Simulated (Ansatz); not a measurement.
Take SrTiO$_{3}$ in the cubic perovskite structure (space group Pm-3m, No. 221; a = 3.8911 Å) as the base. Axes: x, y, z lie along the cube axes.

Level of theory: Kohn–Sham DFT with the PBEsol functional, run in Ansatz (a first-principles code) with PAW and 420 eV plane waves, no spin-orbit coupling.

One thing is altered: a pure shear with ε_xy = ε_yx = 0.0133; the atoms relax in the strained cell.

Problem. Predict the stress tensor and what it implies for the stiffness.

Solution. Stress of the strained cell less that of the base (GPa, compression positive):
```
   0.07   -3.05    0.00
  -3.05    0.07    0.00
   0.00    0.00    0.04
```

Then −Δσ/γ with γ = 2ε = 0.0266 gives secant stiffness values (nonlinear terms included at this strain): C66 ≈ 114 GPa.

No phonon test of stability was made. All final runs are without spin polarisation. Many cubic perovskites are stable only at high temperature; tilts and polar distortions were not tested.
